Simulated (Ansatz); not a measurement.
The reference is Cu2O (space group Pn-3m, No. 224; a = 4.299 Å).

(Cell as relaxed with PBE.)

Levels (all Ansatz, an electronic-structure program, PAW, earlier PAW set): PBE (420 eV, without spin-orbit coupling); r2SCAN (500 eV, without spin-orbit coupling).

Each level relaxes its own structure.

| base | PBE | r2SCAN |
|---|---|---|
| volume per atom | 13.24 Å³ | 12.74 Å³ |
| lattice parameter a | 4.299 Å | 4.244 Å |
| band gap | 0.47 eV | 0.79 eV |

One thing is altered: holes 5.0×10^21 cm⁻³, on a uniform background at fixed cell.

```tsv
quantity	PBE	r2SCAN
gap character	direct at Γ	direct at Γ
gap between the host's bands	0.49 eV	0.81 eV
Fermi level relative to the doped band's edge (positive inside the band; to 0.05 eV)	+0.25 eV	+0.25 eV
```

PBE's gap between the host's bands lies 0.32 eV below r2SCAN's; the two agree on the gap character and Fermi level from band edge. Neither level is exact; r2SCAN is the comparison here, not a measurement.

Charged cell with a jellium background: band edges are those of the host's band count, energies are not comparable with the neutral cell, and many-body gap narrowing is missing. Stability against distortions was not tested. No Hubbard U is applied. All final runs are without spin polarisation.
